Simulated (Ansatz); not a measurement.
HfSiO4 (I4₁/amd, No. 141, 12 atoms in the cell; start COD 9000852), treated with PBEsol in Ansatz (PAW).

Run with plane-wave cutoff 520 eV, 8×8×8 k mesh, Fermi–Dirac smearing 0.01 eV, scalar-relativistic PAW data made under PBE.

Cell (measured lattice):

HfO₄Si is taken in the tetragonal space group I4₁/amd, origin choice 1 (No. 141), Pearson symbol tI24. Cell: a = b = 6.572 Å, c = 5.963 Å, α = β = γ = 90.00°. Hf on 4a is coordinated by 4 O at 2.115 Å and 4 O at 2.260 Å. Si on 4b is coordinated by 4 O at 1.620 Å (tetrahedral). O on 16h is coordinated by 1 Si at 1.620 Å and 1 Hf at 2.115 Å and 1 Hf at 2.260 Å. (Neighbours: up to the widest gap in distance over summed covalent radii, below 1.35, at either atom; cation-cation and far metal-metal contacts left out.)
(The calculation used a cell of 12 atoms; values per cell refer to that cell.)

**Question.** Predict the band gap, smallest direct gap on the k points sampled and Γ–Γ gap.

**Answer.** 
band gap: 5.35 eV
smallest direct gap on the k points sampled: 5.73 eV
Γ–Γ gap: 5.76 eV

Note: the file's cell can be that of a phase stable at another temperature; cell and atoms aren't relaxed at this level (largest force component 0.32 eV/Å, pressure 1.4 GPa).

Spin–orbit coupling is not included.

Static lattice: no zero-point or thermal effects.

It cost very roughly 60 core-seconds of CPU time.

Ansatz is an electronic-structure program.
